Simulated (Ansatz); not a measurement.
Ru: transverse stress against strain

Ru (hcp, P6_3/mmc, 13.327 Å³/atom at rest, c along z) under a strain ε along a direction in the basal plane (axis x), the other axes held. PBEsol in Ansatz, a plane-wave DFT program (PAW, default set), 420 eV, 25×25×14 Γ-centred mesh, Fermi-Dirac smearing 0.10 eV; ions are relaxed within the symmetry of each cell. Stress is positive for a compressed cell.

Here s stands for strain and y for stress zz.

```csv
strain (%),stress zz (GPa)
-1.50,2.93
-1.00,1.93
-0.50,0.95
0.00,0.00
0.50,-0.93
1.00,-1.85
1.50,-2.74
3.00,?
```

Taking a straight line for y over the 7 complete rows: Means: s 0, y 0.041. About the means, the sum of products is -13.225 and the sum of squares of s is 7.0000; the slope is their ratio. Least squares gives y = 0.041 - 1.8893·s. Residuals (row less fit): 0.055, 0.000, -0.036, -0.041, -0.026, -0.002, 0.053; standard error 0.044 (degrees of freedom: 5). The slope gives the elastic constant C13 = 189 ± 1.6 GPa.

Estimate the missing y (s = 3.00); what did the run itself give?

y = 0.041 - 1.8893 × 3.0 = -5.627 GPa. The calculation gives -5.32 GPa, 0.307 GPa above the prediction (3.7 % of the range of y in the table). The row lies outside the fitted rows, so this is an extrapolation. From the scatter of the fitted rows alone, a prediction at this place has a standard error of 0.068 GPa, so the miss is 4.5 times that.

One order more, fitted to all 13 runs of the series, follows each within 0.01, so the miss is the next term of a smooth law. In a metal these values are sensitive to mesh and smearing; energies are taken to zero smearing, stresses follow the free energy. Rows are the converged runs of the series near zero and its far end; series whose fitted rows scatter by over a few per cent of the range, as at a crossing or softening among them, aren't shown in this form. Most that stay on the fit to the last digits aren't either.
